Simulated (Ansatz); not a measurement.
The starting structures come from a database of crystals and need not be the phases stable at ambient conditions.

By PBEsol, the system below comes out a metal.

Without scattering a metal conducts by its projected Fermi surface.

Here is the system:

```
Au
1.0
    2.89056     0.00000     0.00000
   -1.44528     2.50330     0.00000
    1.44528     0.83443     2.40830
Au
1
Direct
  0.00000   0.00000   0.00000
```

The cell is strained (lengths across the current scaled by 0.98, ions clamped); by PBEsol it stands under a pressure of -3.8 GPa.

The current flows along the normal of the first two printed cell vectors, the (111) (indices of the unstrained crystal) plane of the conventional cell. No spin-orbit coupling; the value is a mean over 0.1 eV about the Fermi level.

Task: State the ballistic conductance per area according to PBEsol (Ansatz, an electronic-structure program).

Result: 0.83 × 10¹⁵ S/m² for both spins.
